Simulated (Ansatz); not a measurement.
By PBEsol, the system below comes out a metal.

Crystal: TaC (Fm-3m, rock salt, 2 atoms a cell, 11.1 Å³ an atom, -6 GPa at this level); planes in its conventional cell.

Level of theory: PBEsol (plane waves, PAW; Ansatz, a first-principles code).

G/A = (e²/h) × open channels of both spins per area, as a mean over 0.1 eV about the Fermi level, without spin-orbit coupling, for the cells as given.

```json
[
 {"plane": "(110)", "area (Å²)": "14.1", "G/A (10¹⁵ S/m²)": "1.0"},
 {"plane": "(111)", "area (Å²)": "8.6", "G/A (10¹⁵ S/m²)": "…"},
 {"plane": "(001)", "area (Å²)": "10.0", "G/A (10¹⁵ S/m²)": "…"}
]
```

Q: Complete the blanks.

A: 
- (111), G/A (10¹⁵ S/m²): 1.1
- (001), G/A (10¹⁵ S/m²): 0.95
